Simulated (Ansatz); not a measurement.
## CoSn (P6/mmm, No. 191)

These are PBE in Ansatz (PAW) values and carry that method's errors.

Run with plane-wave cutoff 520 eV, 12×12×16 k mesh (along the axes of the cell as run), Fermi–Dirac smearing 0.039 eV (set by the program), no spin polarisation, scalar-relativistic PAW data made under PBE.

Cell (relaxed at this level):

CoSn has the hexagonal space group P6/mmm (No. 191), Pearson symbol hP6. Lattice parameters: a = 5.294 Å, b = 5.294 Å, c = 4.233 Å, α = 90.00°, β = 90.00°, γ = 120.00°. Co on 3f sees 6 Sn at 2.611–2.647 Å and 4 Co at 2.647 Å. Sn1 on 1a sees 6 Co at 2.647 Å. Sn2 on 2d is surrounded by 6 Co at 2.611 Å and 3 Sn at 3.057 Å. (Neighbours: up to the widest gap in distance over summed covalent radii, below 1.35, at either atom.)

| Quantity | Value |
|---|---|
| Voigt–Reuss–Hill bulk modulus | 128 GPa |
| polycrystal shear modulus (Hill average) | 72.3 GPa |
| Young modulus | 183 GPa |
| Poisson ratio | 0.262 |

Elastic constants are with the ions relaxed.

Spin–orbit coupling is not included.

Ansatz is an electronic-structure program.
